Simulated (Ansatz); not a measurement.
System: LaBr3 (P6₃/m, No. 176). Method: r²SCAN (PAW; Ansatz, an electronic-structure program).

Numerical settings: plane-wave cutoff 560 eV, 6×6×8 k mesh (along the axes of the cell as run), Fermi–Dirac smearing 0.01 eV, scalar-relativistic PAW data made under PBE.

Properties against volume:

Shape and atoms are relaxed at each volume.

```json
[
 {"V (Å³/atom)": "30.565", "P (GPa)": "1.31", "direct gap at Γ (eV)": "3.635", "c (Å)": "4.510", "a (Å)": "7.913"},
 {"V (Å³/atom)": "31.202", "P (GPa)": "0.61", "direct gap at Γ (eV)": "3.602", "c (Å)": "4.511", "a (Å)": "7.993"},
 {"V (Å³/atom)": "31.839", "P (GPa)": "0.00", "direct gap at Γ (eV)": "3.567", "c (Å)": "4.513", "a (Å)": "8.072"},
 {"V (Å³/atom)": "32.475", "P (GPa)": "-0.51", "direct gap at Γ (eV)": "3.529", "c (Å)": "4.507", "a (Å)": "8.159"},
 {"V (Å³/atom)": "33.112", "P (GPa)": "-0.93", "direct gap at Γ (eV)": "3.492", "c (Å)": "4.495", "a (Å)": "8.249"}
]
```

A straight line through the gaps at Γ against ln V gives a volume deformation potential dE_g(Γ)/d ln V of -1.8 eV: the gap at Γ widens under compression.

Measured, for comparison: band gap 5.9 eV (temperature not stated, no zero-point or thermal correction, literature value; as tabulated in Przystupa et al. (2023), doi:10.3390/ma16145085).

Spin–orbit coupling is not included.
